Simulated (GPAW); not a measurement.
Input and output of a self-consistent single point for Y3GaC (P1, 5 atoms in the cell) (GPAW).

Method: LDA (Perdew-Wang 92), GPAW PAW datasets LDA (gpaw-data 1.0.1) (plane waves; GPAW).

```xyz
5
Lattice="4.8543 0.0000 0.0000 0.0000 4.8543 0.0000 0.0000 0.0000 4.8543" Properties=species:S:1:pos:R:3 pbc="T T T"
Y      2.4404     0.0238     2.4170
Y     -0.0586     2.3638     2.3444
Y      2.3795     2.4815    -0.0276
Ga     0.0349    -0.0540     0.0503
C      2.4852     2.4664     2.4974
```

Reference input (self-consistent single point, DFT PBEsol, plane waves, GPAW PAW datasets PBEsol (made by gpaw-setup)): mode = pw; ecut = 950 eV; xc = PBEsol; kpts = 4 4 4; mesh shift (steps) = 0 0 0; occupations.name = fermi-dirac; occupations.width = 0.1 eV; nbands = -13; convergence.forces = 0.001 eV/Å; symmetry.symmorphic = false; symmetry.tolerance = 0.0005; maxiter = 150. This run's input differs from it in these lines:

```diff
@@ -16,3 +16,3 @@
 calc = GPAW(mode={'name': 'pw', 'ecut': 950},
-            xc='PBEsol',
+            xc='LDA',
             kpts={'size': (4, 4, 4), 'gamma': True},
```

Its files differ too (potentials: GPAW PAW datasets LDA (gpaw-data 1.0.1)).

Output (repeated stretches shortened):

```
     iter     time        total  log10-change:
                         energy   eigst   dens  force
iter:   1 --:--:--   -36.160744
iter:   2 --:--:--   -34.740307   -1.24  -1.00
iter:   3 --:--:--   -31.969885   -0.38  -1.05
iter:   4 --:--:--   -32.201043   -1.85  -1.36
iter:   5 --:--:--   -32.043185   -1.76  -1.33
iter:   6 --:--:--   -31.928607   -1.21  -1.65
iter:   7 --:--:--   -31.911297   -1.96  -2.01
iter:   8 --:--:--   -31.881986   -2.21  -1.92
iter:   9 --:--:--   -31.878720   -4.05  -2.52
iter:  10 --:--:--   -31.877532c  -3.51  -2.60
iter:  11 --:--:--   -31.877328c  -4.71  -2.79
iter:  12 --:--:--   -31.877503c  -4.29  -2.90
iter:  13 --:--:--   -31.877551c  -5.19  -3.06
iter:  14 --:--:--   -31.877017c  -5.03  -3.06
iter:  15 --:--:--   -31.877065c  -6.03  -3.83
iter:  16 --:--:--   -31.877052c  -7.48c -3.91
iter:  17 --:--:--   -31.877048c  -6.40  -3.96
iter:  18 --:--:--   -31.877043c  -6.37  -4.02c
iter:  19 --:--:--   -31.877034c  -7.18  -4.05c
iter:  20 --:--:--   -31.877044c  -6.82  -4.06c
iter:  21 --:--:--   -31.877047c  -7.99c -4.51c
iter:  22 --:--:--   -31.877053c  -7.54c -4.57c -2.31
iter:  23 --:--:--   -31.877056c  -8.09c -4.90c -3.04c
Converged after 23 iterations.

Dipole moment: (0.948507, 0.473816, -0.336739) |e|*Ang

Energy contributions relative to reference atoms: (reference = -329790.517910)

Kinetic:        +14.221883
Potential:      -11.579496
External:        +0.000000
XC:             -33.894642
Entropy (-ST):   -0.063168
Local:           -0.593217
SIC:             +0.000000
--------------------------
Free energy:    -31.908640
Extrapolated:   -31.877056

Showing only first 2 kpts
 Kpt  Band  Eigenvalues  Occupancy
  0    18      6.10124    1.94161
  0    19      6.38069    1.34066
  0    20      6.47562    0.88075
  0    21      6.63546    0.27458

  1    18      6.21968    1.82100
  1    19      6.31151    1.60484
  1    20      6.54486    0.56504
  1    21      6.61810    0.31834

Fermi level: 6.45166

Gap: 0.095 eV
Transition (v -> c):
   [... lines left out ...]
Energy (eV): -31.877056

Forces in eV/Ang:
  0 Y    -0.15167   -0.22995    0.06202
  1 Y     0.61330    0.30419    0.26920
  2 Y     0.02083   -0.02436    0.16709
  3 Ga   -0.06552    0.10632   -0.03648
  4 C    -0.41626   -0.15655   -0.46104

Stress tensor:
     0.027915     0.000036     0.000133
     0.000036     0.029374     0.000468
     0.000133     0.000468     0.028045
Stress (GPa, Voigt): [4.4724 4.7062 4.4933 0.0749 0.0213 0.0058]
```

The run converged in 23 iterations. GPAW prints stress with tension positive. Against the reference run the largest force goes from 0.796 to 0.736 eV/Å.

At such cutoffs GPAW's stress carries a finite-basis (Pulay) error, which enters relaxed cells too; its log prints stress with tension positive.

The starting cell comes from a database of computed structures (which also holds hypothetical and non-ambient phases and stackings), without a prior relaxation at this level. Its atoms were displaced at random from the sites of space group no. 221. The log's line on a gap gives a spacing of levels on this mesh, which the program prints for metals too.

Cost on one core of a shared machine: roughly 5 min.
